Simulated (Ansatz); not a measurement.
SrTiO3, response to strain

The reference is SrTiO$_{3}$ in the cubic perovskite structure (space group Pm-3m, No. 221; a = 3.891 Å). Axes: x, y, z lie along the cube axes.

Strains are applied to the cell and any free atomic positions relax.

All numbers come from Ansatz (a first-principles code), PBEsol, PAW, cutoff 420 eV, without spin-orbit coupling.

Candidates:
(a) tensor shear ε_xy = +1.33 %
(b) tensor shear ε_xy = +0.67 %
(c) tensor shear ε_xy = +0.33 %

For the base:

| Property | Value |
|---|---|
| Smallest direct gap | 2.19 eV |

Order them by smallest direct gap, highest first.

(c) tensor shear ε_xy = +0.33 % (2.16 eV), (b) tensor shear ε_xy = +0.67 % (2.13 eV), (a) tensor shear ε_xy = +1.33 % (2.07 eV)

Whether these cells are dynamically stable was not tested. All final runs are without spin polarisation. Many cubic perovskites are stable only at high temperature; tilts and polar distortions were not tested.
